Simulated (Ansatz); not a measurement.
## Hypothetical Fddd WSi2: pressure series

Consider WSi$_{2}$ (space group Fddd, No. 70; a = 4.591 Å, b = 7.948 Å, c = 8.973 Å; a hypothetical phase, not in the database extracts checked).

Cell and atoms are relaxed at each pressure.

Level of theory: PBE/PAW in Ansatz (a quantum-chemistry and plane-wave program), scalar-relativistic without spin-orbit coupling.

| pressure (GPa) | volume per atom (Å³/atom) |
|---|---|
| -2 | 13.773 |
| -1 | 13.707 |
| 0 | 13.643 |
| 0.3 | 13.624 |
| 0.7 | 13.599 |
| 1.5 | 13.550 |
| 5 | ? |
| 7.5 | 13.209 |
| 10 | 13.080 |

### Question
Fit the third-order Birch–Murnaghan form P(V) = (3B₀/2)[(V₀/V)^(7/3) − (V₀/V)^(5/3)]·[1 + (3/4)(B₀′ − 4)((V₀/V)^(2/3) − 1)] (squares taken in P) to the rows shown and predict the withheld row.

### Answer
Least squares on the printed values gives V₀ = 13.643 Å³/atom, B₀ = 216 GPa, B₀′ = 4.6; this predicts 13.345 Å³/atom, and the run gives 13.345 Å³/atom, in agreement.

Load acts through the strain it causes; cell and atoms are relaxed under it. Whether these cells are dynamically stable was not tested. Competing high-pressure phases were not computed. All final runs are without spin polarisation.
